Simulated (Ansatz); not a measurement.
## Response to strain in WC

Take WC (space group P-6m2, No. 187; relaxed with 0.1 eV smearing) as the base.

```
CELL_PARAMETERS angstrom
      2.91268     0.00000     0.00000
     -1.45634     2.52245     0.00000
      0.00000     0.00000     2.83536
ATOMIC_POSITIONS crystal
  W  0.00000 0.00000 0.00000
  C  0.33333 0.66667 0.50000
```

Cartesian axes are those of the cell as printed.

Strains are applied to the cell and any free atomic positions relax.

All numbers come from Ansatz (an electronic-structure program) r2SCAN, no spin-orbit coupling.

Notes on the quantities. energy relative to the base: free energy F; pressure: mean of the normal stresses, compression positive.

```csv
variant,energy relative to the base,pressure,shortest interatomic distance
base,0 meV/atom,0.0 GPa,2.199 Å
uniaxial strain ε_xx = +0.50 %,+0.6 meV/atom,-1.9 GPa,2.200 Å
uniaxial strain ε_xx = +1.00 %,+2.3 meV/atom,-3.7 GPa,2.202 Å
uniaxial strain ε_xx = +1.50 %,+5.2 meV/atom,-5.5 GPa,2.203 Å
uniaxial strain ε_xx = +2.00 %,+9.1 meV/atom,-7.2 GPa,2.204 Å
uniaxial strain ε_xx = +2.50 %,?,?,2.204 Å
uniaxial strain ε_xx = +3.00 %,+20 meV/atom,-10.5 GPa,2.205 Å
```

Q: What belongs in the blanks?

A: 
- uniaxial strain ε_xx = +2.50 %, energy relative to the base: +14 meV/atom
- uniaxial strain ε_xx = +2.50 %, pressure: -8.9 GPa

Stability against distortions was not tested. All final runs are without spin polarisation.
